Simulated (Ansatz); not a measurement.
Start from TaN (space group P6/mmm, No. 191; a = 5.2017 Å, c = 2.9061 Å).

All numbers come from PBEsol/PAW in Ansatz (a quantum-chemistry and plane-wave program), no spin-orbit coupling.

One change was made to it. Results:

The density increases by 0.14 g/cm³ to 14.40 g/cm³; the band gap is still zero; the c/a ratio stays essentially unchanged (0.559 against 0.560).

Problem. What was done to the base?
A. pressure 0.7 GPa
B. pressure 3 GPa
C. pressure 0.3 GPa
D. pressure −1 GPa
E. pressure 7.5 GPa

Solution. B, pressure 3 GPa. For comparison, the density in the other runs: pressure 7.5 GPa gives 14.61 g/cm³; pressure 0.7 GPa gives 14.30 g/cm³; pressure −1 GPa gives 14.21 g/cm³; pressure 0.3 GPa gives 14.28 g/cm³.

Load acts through the strain it causes; cell and atoms are relaxed under it. No phonon test of stability was made. Competing high-pressure phases were not computed. All final runs are without spin polarisation. This is not the structure that TaN has at room temperature and ambient pressure.
